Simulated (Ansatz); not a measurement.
## TlBr (Fm-3m, No. 225, 2 atoms in the cell; start mp-568560; metastable phase)

Calculation: HSE06 (PAW; Ansatz, a first-principles code).

Run with plane-wave cutoff 500 eV, 6×6×6 k mesh, gaussian smearing 0.02 eV, scalar-relativistic PAW data made under PBE.

Cell (relaxed at this level):

```cif
data_Br4Tl4
_chemical_formula_sum 'Tl4 Br4'
_space_group_name_H-M_alt 'Fm-3m'
_space_group_IT_number 225
_space_group_name_Hall '-F 4 2 3'
_cell_length_a 6.75632
_cell_length_b 6.75632
_cell_length_c 6.75632
_cell_angle_alpha 90.000
_cell_angle_beta 90.000
_cell_angle_gamma 90.000
loop_
_atom_site_label
_atom_site_type_symbol
_atom_site_symmetry_multiplicity
_atom_site_Wyckoff_symbol
_atom_site_fract_x
_atom_site_fract_y
_atom_site_fract_z
_atom_site_occupancy
Tl1 Tl 4 a 0.00000 0.00000 0.00000 1
Br1 Br 4 b 0.50000 0.50000 0.50000 1
```
(The calculation used a cell of 2 atoms; values per cell refer to that cell.)

```
Item                            Value
--------  ---------------------------
band gap  2.99 eV (on the SCF k mesh)
```

Note: the relaxation could not lower the start's symmetry, so the cell can be a saddle point above a distorted one.

Spin–orbit coupling is not included; with these elements it can move the gap by several tenths of an eV or more.

The result took very roughly 6 core-minutes.

A start named mp-… is a Materials Project structure, which need not be a measured phase.
